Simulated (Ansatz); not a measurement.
We consider CoGe2 (model structure, started from the AlB2 type, P6/mmm, No. 191, 3 atoms in the cell), described by LDA (plane waves, PAW; Ansatz, an electronic-structure program).

Run with plane-wave cutoff 520 eV, 18×18×12 k mesh (along the axes of the cell as run), Fermi–Dirac smearing 0.05 eV, spin-polarised with parallel moments, scalar-relativistic PAW data made under PBE.

Cell (relaxed at this level):

```cif
data_CoGe2
_chemical_formula_sum 'Co1 Ge2'
_space_group_name_H-M_alt 'P 1'
_space_group_IT_number 1
_cell_length_a 4.41982
_cell_length_b 4.41982
_cell_length_c 2.53482
_cell_angle_alpha 90.000
_cell_angle_beta 90.000
_cell_angle_gamma 120.000
loop_
_space_group_symop_operation_xyz
  'x, y, z'
loop_
_atom_site_label
_atom_site_type_symbol
_atom_site_fract_x
_atom_site_fract_y
_atom_site_fract_z
_atom_site_occupancy
Co1 Co 0.00000 0.00000 0.00000 1
Ge1 Ge 0.33333 0.66667 0.50000 1
Ge2 Ge 0.66667 0.33333 0.50000 1
```
Starting moments (μB, in the order of the record's atoms Co Ge Ge): 3.0 0.0 0.0.

Task: What does this level give for the bulk modulus B0?

Result: 
- bulk modulus B0: 116 GPa

The run finds no gap.

Note: the magnetic order was assumed, not searched for or taken from measurement; the bulk modulus is −V dP/dV from two relaxed cells at ±2 % in volume; the relaxation could raise the start's symmetry but not lower it, so the cell can be a saddle point.

The computed numbers hold no vibrational or temperature effects.

Computing time: around 30 core-minutes (rough).

A model structure was made by putting elements into a prototype or built by hand; it is no filed structure, need not be a known phase, and can be a saddle point held by its symmetry.
